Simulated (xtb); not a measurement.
xtb 6.7.1, GFN2-xTB: Mg(F)(SH)(tmeda) (C[N]1(C)CC[N](C)(C)->[Mg]<-1([F])[SH]), 28 atoms. The geometry is a generated start, not checked to be a minimum at this level.

```yaml
run_flags: --grad
method: GFN2-xTB
"--acc": 1 (default)
"--etemp (K)": 300 (default)
basis_functions: 73
valence_electrons: 66
```

```xyz
28

Mg     0.3625     0.5598     1.2639
F     -0.3309    -0.3572     2.5500
S      1.6362     2.5224     1.1288
H      1.8594     2.7377     2.4113
C      2.5520    -0.6614    -0.3682
N      1.1624    -0.9005    -0.0191
C      1.0341    -2.2063     0.6043
C      0.3102    -0.7785    -1.1900
C     -1.1392    -0.4987    -0.8058
N     -1.2669     0.7439    -0.0645
C     -1.2012     1.9044    -0.9350
C     -2.5095     0.7686     0.6889
H      2.9119    -1.3838    -1.1150
H      3.1669    -0.7447     0.5279
H      2.6669     0.3487    -0.7615
H      1.3578    -3.0109    -0.0716
H      1.6416    -2.2263     1.5079
H      0.0054    -2.3762     0.9069
H      0.6842     0.0513    -1.7943
H      0.3516    -1.6905    -1.8069
H     -1.4965    -1.3051    -0.1624
H     -1.7590    -0.4842    -1.7178
H     -0.2595     1.9226    -1.4798
H     -1.2423     2.8084    -0.3280
H     -2.0328     1.9162    -1.6544
H     -2.5637     1.6984     1.2549
H     -2.5157    -0.0546     1.4001
H     -3.3856     0.6967     0.0293
```

One run each on 1 thread. Values of broydamp tried: 0.02, 0.05, 0.1, 0.2, 0.4 (default), 0.6, 0.8, 1.

**Question.** How does the count of SCC iterations change with broydamp, and where is it least?

**Answer.** Fewest SCC iterations: 0.4 (default) with 12. The count rises to 23 at 0.02. All converge to one solution.

| broydamp | SCC iterations | end |
|---|---|---|
| 0.02 | 23 | same solution |
| 0.05 | 20 | same solution |
| 0.1 | 18 | same solution |
| 0.2 | 15 | same solution |
| 0.4 (default) | 12 | same solution |
| 0.6 | 14 | same solution |
| 0.8 | 15 | same solution |
| 1 | 17 | same solution |
